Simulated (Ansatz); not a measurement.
**ScTlO2, pressure series**

Take ScTlO2 (space group R-3m, No. 166; a = 3.216 Å, c = 19.124 Å (hexagonal axes); a model cell, its experimental status unchecked) as the base.

Cell and atoms are relaxed at each pressure.

All numbers come from Kohn–Sham DFT with the PBEsol functional, run in Ansatz (a first-principles code) with PAW and 420 eV plane waves, no spin-orbit coupling.

```csv
variant,band gap,lattice parameter a
base,0.81 eV,321.6 pm
pressure −2 GPa,0.78 eV,(withheld)
pressure −1 GPa,0.79 eV,322.5 pm
pressure 1.8 GPa,0.82 eV,320.1 pm
pressure 4.2 GPa,0.80 eV,318.2 pm
pressure 9 GPa,0.76 eV,314.8 pm
pressure 18 GPa,0.65 eV,309.4 pm
pressure 30 GPa,0.49 eV,303.5 pm
pressure 45 GPa,0.29 eV,(withheld)
pressure 60 GPa,0.10 eV,292.4 pm
```

Q: What belongs in the blanks?

A: 
- pressure −2 GPa, lattice parameter a: 323.5 pm
- pressure 45 GPa, lattice parameter a: 297.5 pm

With Tl present, leaving out spin-orbit coupling can change the band edges. Load acts through the strain it causes; cell and atoms are relaxed under it. No phonon test of stability was made. Competing high-pressure phases were not computed. All final runs are without spin polarisation. The zero or small gap of ScTlO2 under pressure 45 GPa and ScTlO2 under pressure 60 GPa can change with the level of theory.
